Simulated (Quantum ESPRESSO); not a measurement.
Sensitivity of a calculation on La₄Sb₃ (I-43d, 14 atoms in the cell) to its settings

```
CELL_PARAMETERS angstrom
      4.94677     4.94677     4.94677
     -4.94677     4.94677     4.94677
     -4.94677    -4.94677     4.94677
ATOMIC_POSITIONS crystal
  La 0.50000 0.00000 0.64070
  La 0.00000 0.85930 0.50000
  La 0.85930 0.14070 0.85930
  La 0.14070 0.50000 0.00000
  La 0.00000 0.35930 0.50000
  La 0.50000 0.00000 0.14070
  La 0.64070 0.50000 0.00000
  La 0.35930 0.64070 0.35930
  Sb 0.12500 0.12500 0.25000
  Sb 0.37500 0.37500 0.75000
  Sb 0.25000 0.87500 0.87500
  Sb 0.75000 0.62500 0.62500
  Sb 0.87500 0.75000 0.12500
  Sb 0.62500 0.25000 0.37500
```

Base run A: LDA (PZ), GBRV 1.5 ultrasoft (LDA) pseudopotentials (Quantum ESPRESSO), self-consistent single point.

Its settings: ecutwfc = 40 Ry; ecutrho = 200 Ry; occupations = smearing; smearing = cold; degauss = 0.019992 Ry; potentials = {La: la_lda_v1.uspp.F.UPF, Sb: sb_lda_v1.4.uspp.F.UPF}; K_POINTS = automatic 4 4 4 1 1 1; conv_thr = 1e-10 Ry; mixing_beta = 0.4.

The starting cell comes from a database of computed structures (which also holds hypothetical and non-ambient phases and stackings), without a prior relaxation at this level. Its lattice was rescaled by a random factor within 2.5 % of one. In the base run, with a pressure of about -6 GPa the cell is away from its equilibrium volume at this level.

ΔF is the free energy per atom less that of run A. 

```json
[
 {"run": "A", "change": "base", "ΔF (meV/atom)": "0.00", "pressure (GPa)": "-6.23", "largest force (eV/Å)": "0.106", "k-points": "6"},
 {"run": "B", "change": "degauss: 0.019992 Ry → 0.011025 Ry", "ΔF (meV/atom)": "3.1", "pressure (GPa)": "-6.31", "largest force (eV/Å)": "0.099", "k-points": "6"},
 {"run": "C", "change": "ecutrho: 200 Ry → 120 Ry", "ΔF (meV/atom)": "-0.27", "pressure (GPa)": "-6.22", "largest force (eV/Å)": "0.106", "k-points": "6"},
 {"run": "D", "change": "smearing: cold → mp; degauss: 0.019992 Ry → 0.0073499 Ry", "ΔF (meV/atom)": "2.4", "pressure (GPa)": "-6.32", "largest force (eV/Å)": "0.098", "k-points": "6"},
 {"run": "E", "change": "lattice scaled by 1.015", "ΔF (meV/atom)": "69.0", "pressure (GPa)": "-7.73", "largest force (eV/Å)": "0.165", "k-points": "6"},
 {"run": "F", "change": "degauss: 0.019992 Ry → 0.02205 Ry; K_POINTS: automatic 4 4 4 1 1 1 → automatic 5 5 5 1 1 1", "ΔF (meV/atom)": "-1.47", "pressure (GPa)": "-6.21", "largest force (eV/Å)": "0.107", "k-points": "10"},
 {"run": "G", "change": "occupations: smearing → tetrahedra_lin; smearing: cold → default; degauss: 0.019992 Ry → default", "ΔF (meV/atom)": "5.3", "pressure (GPa)": "-6.30", "largest force (eV/Å)": "0.098", "k-points": "6"},
 {"run": "H", "change": "mixing_beta: 0.4 → 0.3", "ΔF (meV/atom)": "0.00", "pressure (GPa)": "-6.23", "largest force (eV/Å)": "0.106", "k-points": "6"}
]
```

Run B against A: The free energy rises by 3.1 meV/atom, the pressure moves little (-6.23 to -6.31 GPa) and the largest force goes from 0.106 to 0.099 eV/Å.

Run G against A: The free energy goes up by 5.3 meV/atom, the pressure moves little (-6.23 to -6.30 GPa) and the largest force goes from 0.106 to 0.098 eV/Å.
